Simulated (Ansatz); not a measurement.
# Effect of Si interstitial (started 1.78 Å from the nearest host atom), symmetric start on SiC

Take an 8-atom supercell of SiC in the zinc blende structure (space group F-43m, No. 216; a = 4.3563 Å) at its relaxed geometry as the base.

Perturbation: one Si atom is added in an open site, starting 1.78 Å from the nearest host atom, atoms relaxed at fixed cell.

Computed with r2SCAN, PAW, 500 eV (Ansatz, a first-principles code; no SOC). Settings: 6×6×6 k-points, 0.01 eV Fermi–Dirac smearing.

The pressure goes from zero to 41.5 GPa and the largest displacement of a host atom from its site in the perfect cell amounts to 0.36 Å. The final site of the added atom amounts to 3 C at 1.79 Å and 6 Si at 2.24–2.26 Å.

Cost of the whole job for the changed cell (relaxation, final SCF and bands): roughly 7 core-minutes.

The magnetic state is the one reached from the starting moments; the real material's order can differ, and small cells can't hold many antiferromagnetic ones. In so small a cell the defect repeats every few ångströms: this is an ordered compound, not a dilute defect. The mesh was chosen for an insulator and is coarse for the gapless case. The defect started on the symmetric site and kept its symmetry, so it may sit on a saddle. Seeded moments were not kept for Si interstitial (started 1.78 Å from the nearest host atom). The defect cell is spin-polarised and ends with 0.0 μB.
